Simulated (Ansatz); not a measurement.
**Effect of Ga → Re on GaSe**

Start from GaSe in the beta-GaS type structure (space group P6_3/mmc, No. 194; a = 3.769 Å, c = 15.960 Å; layered, stacked along the Cartesian z axis).

Modification: full substitution Ga → Re, then cell and atoms are relaxed.

The values are results of PBE-D3(BJ) (Ansatz, an electronic-structure program), without spin-orbit coupling, not measurements. k-mesh 14×14×4 (Γ-centred); smearing 0.05 eV (Fermi–Dirac), for the changed cell.

- Volume per atom = 22.70 Å³ (base 24.54 Å³)
- Lattice parameter a = 3.859 Å (base 3.769 Å)
- c/a ratio = 3.648 (base 4.234)
- Space group = P6_3/mmc (No. 194) (base P6_3/mmc (No. 194))
- Shortest interatomic distance = 2.331 Å (base 2.444 Å)
- Band gap = zero (base 0.87 eV)

Final structure:

```xyz
8
Lattice="3.8592 0.0000 0.0000 -1.9296 3.3422 0.0000 0.0000 0.0000 14.0793" Properties=species:S:1:pos:R:3 pbc="T T T"
Re     0.0000     2.2281     2.3545
Re     1.9296     1.1141     9.3941
Re     1.9296     1.1141    11.7248
Re     0.0000     2.2281     4.6852
Se     0.0000     2.2281     8.5035
Se     1.9296     1.1141     1.4639
Se     1.9296     1.1141     5.5757
Se     0.0000     2.2281    12.6154
```

With Re present, leaving out spin-orbit coupling can change the band edges. Stability against distortions was not tested. As relaxed here, ReSe is a hypothetical phase, not in the database extracts checked. All final runs are without spin polarisation. ReSe has a high density of states at the Fermi level and may be magnetic at this level. The zero or small gap of ReSe can change with the level of theory.
